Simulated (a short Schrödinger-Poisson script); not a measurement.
Stack: gated Al0.4Ga0.6As/GaAs δ-doped gas in a quantum well, at 20 K.

| layer | material | thickness (nm) | Na (cm⁻³) |
|---|---|---|---|
| 1 | Al0.4Ga0.6As | 15 | - |
| 2 | Al0.4Ga0.6As | 3 | - |
| 3 | GaAs | 20 | - |
| 4 | Al0.4Ga0.6As | 4000 | 1e15 |

Constants are typed, rounded textbook-type inputs, not results; the design itself was drawn at random and stands for no fabricated device. Al0.4Ga0.6As: permittivity 11.76, conduction-band edge (eV) 0.316, gap (eV) 1.923, electron mass (mₑ) 0.1002, Nv at 300 K (cm⁻³) 9e18. GaAs: permittivity 12.9, conduction-band edge (eV) 0, gap (eV) 1.424, Nv at 300 K (cm⁻³) 9e18.

Channel valleys (confinement mass, in-plane density-of-states mass, number): Γ 0.067, 0.067, 1. At the gate the conduction-band edge of layer 1 lies 1.07 eV − eVg above the Fermi level of the channel; the field vanishes at the back. Sheet of ionised δ-doping: +2.9e12 e/cm² at 15 nm from the gate. The barrier under the gate holds no holes. Gaps are held at their typed values at every temperature. Mesh 0.08 nm at interfaces.

From a short Schrödinger-Poisson script (our own, NumPy): 1D Poisson equation in equilibrium, electrons quantum, Hartree (BenDaniel-Duke, 40 states a valley, the channel's in-plane mass for all, wave functions free to enter the barrier), parabolic valleys, classical holes, full ionisation, no traps, pinning or gate leakage.

The same stack at other levels of the model or other numerical settings:

| run | sheet density of all electrons at Vg = 0.5 V (cm⁻²) | capacitance at Vg = 0.5 V (μF/cm²) | centroid of the channel electrons at Vg = 0.5 V (nm) | rough cost against the base |
|---|---|---|---|---|
| base | 9.51e11 | 0.458 | 5.26 | about 1 |
| electrons treated as classical, Boltzmann | [?] | 0.572 | 0.37 | 0.02 |
| electrons treated as classical, Fermi-Dirac | 1.01e12 | 0.463 | [?] | 0.1 |
| electrons treated as quantum, Hartree plus LDA exchange-correlation | 9.88e11 | 0.466 | 5.05 | about 1 |
| mesh six times as coarse | 9.50e11 | 0.458 | [?] | 0.2 |
| one subband a valley | 9.51e11 | 0.458 | 5.26 | 0.2 |

Q: Fill in the missing entries.

A: 
- electrons treated as classical, Fermi-Dirac, centroid of the channel electrons at Vg = 0.5 V (nm): 4.13
- mesh six times as coarse, centroid of the channel electrons at Vg = 0.5 V (nm): 5.24
- electrons treated as classical, Boltzmann, sheet density of all electrons at Vg = 0.5 V (cm⁻²): 1.30e12

The classical rows ignore confinement, and Boltzmann statistics overrate the density once the band edge passes the Fermi level.
